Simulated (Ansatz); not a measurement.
## Convergence study of the k-point mesh at a smearing width of 0.02 eV for MgTl (P4mm, 2 atoms in the cell)

```xyz
2
Lattice="3.6196 0.0000 0.0000 0.0000 3.6196 0.0000 0.0000 0.0000 3.6196" Properties=species:S:1:pos:R:3 pbc="T T T"
Mg     0.0000     0.0000     0.0500
Tl     1.8098     1.8098     1.8098
```

Level of theory: LDA (PW92), default PAW files made with PBE (plane waves; Ansatz, a first-principles code).

Base settings: basis.ecutwfc = 420 eV; kpoints.mp_grid.grid = 9 9 9; hamiltonian.xc = lda; hamiltonian.pseudopotentials = {kind: paw} (the program's default PAW files); scf.occupations.method = gaussian; scf.occupations.width = 0.1 eV.

In this ladder: scf.occupations.width = 0.02 eV.

Only quantities that move along the ladder and can be compared are tabulated.

The count of work is k-points × plane waves × bands × iterations; it is no time. 

The starting cell comes from a database of computed structures (which also holds hypothetical and non-ambient phases and stackings), without a prior relaxation at this level. Its lattice was rescaled by up to half a per cent. One atom was moved a little off its site on purpose. Ansatz's pressure includes its estimate of the finite-basis (Pulay) stress.

Steps (kpoints.mp_grid.grid): 3 3 3; 4 4 4; 5 5 5; 6 6 6; 7 7 7; 8 8 8; 10 10 10; 12 12 12; 18 18 18; 22 22 22.

### Question
What is the coarsest kpoints.mp_grid.grid that holds the free energy within 2 meV/atom of the last step, with all finer ones?

### Answer
10 10 10, at 0.12 of the last step's count of work; the step before is off by 6.2 meV/atom.

### Question
What is the coarsest kpoints.mp_grid.grid that holds the pressure within 0.2 GPa of the last step, with all finer ones?

### Answer
8 8 8, at 0.069 of the last step's count of work; the step before is off by 0.65 GPa.

### Question
What is the coarsest kpoints.mp_grid.grid that holds the forces within 0.01 eV/Å of the last step, with all finer ones?

### Answer
4 4 4, at 0.016 of the last step's count of work; the step before is off by 0.016 eV/Å.

```csv
kpoints.mp_grid.grid,free energy less the last step's (meV/atom),pressure (GPa),largest difference of a force vector from the last step's (eV/Å),count of work / last
3 3 3,63.56,2.23,0.016,0.0055
4 4 4,100.84,-0.84,0.005,0.016
5 5 5,3.16,-1.58,0.002,0.016
6 6 6,-6.32,-1.36,0.000,0.037
7 7 7,3.37,-2.45,0.003,0.037
8 8 8,6.19,-1.89,0.002,0.069
10 10 10,-1.39,-1.76,0.001,0.12
12 12 12,0.08,-1.69,0.000,0.18
18 18 18,0.84,-1.78,0.000,0.50
22 22 22,0.00,-1.80,0.000,1.0
```

Keys are those of Ansatz 0.2.
